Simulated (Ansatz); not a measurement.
## MgI2: energy against strain

MgI2 (1T layered, P-3m1, 33.544 Å³/atom at rest, c along z) under an equal strain ε in the (0001) plane with the normal axis free, as in a coherent film. PBE-D3(BJ) in Ansatz, a plane-wave DFT program (PAW, default set), 420 eV, 9×9×5 Γ-centred mesh, Fermi-Dirac smearing 0.05 eV; ions are relaxed within the symmetry of each cell.

Here s stands for strain and y for E less E0.

```
strain (%)  E less E0 (meV/atom)
----------  --------------------
-1.50                       2.90
-1.00                       1.27
-0.50                       0.31
0.00                        0.00
0.50                        0.31
1.00                        1.21
1.50                        2.69
3.00                           ?
```

Taking a parabola for y over the 7 complete rows: Least squares gives y = -0.001 - 0.0536·s + 1.2424·s². Residuals (row less fit): 0.025, -0.025, -0.026, 0.001, 0.027, 0.022, -0.024; standard error 0.031 (degrees of freedom: 4). Twice the quadratic coefficient over the volume, 2 × 1.2424 meV × 10⁴ × 0.1602 / 33.544 Å³, is twice the biaxial elastic modulus of this plane = 119 ± 1.3 GPa.

Problem. Estimate the missing y (s = 3.00); what did the run itself give?

Solution. y = -0.001 - 0.0536 × 3.0 + 1.2424 × 3.0² = 11.020 meV/atom. The calculation gives 10.30 meV/atom, 0.720 meV/atom below the prediction (7.0 % of the range of y in the table). The row lies outside the fitted rows, so this is an extrapolation. From the scatter of the fitted rows alone, a prediction at this place has a standard error of 0.117 meV/atom, so the miss is 6.2 times that.

One order more, fitted to all 13 runs of the series, follows each within 0.01, so the miss is the next term of a smooth law. Rows are the converged runs of the series near zero and its far end; series whose fitted rows scatter by over a few per cent of the range, as at a crossing or softening among them, aren't shown in this form. Most that stay on the fit to the last digits aren't either.
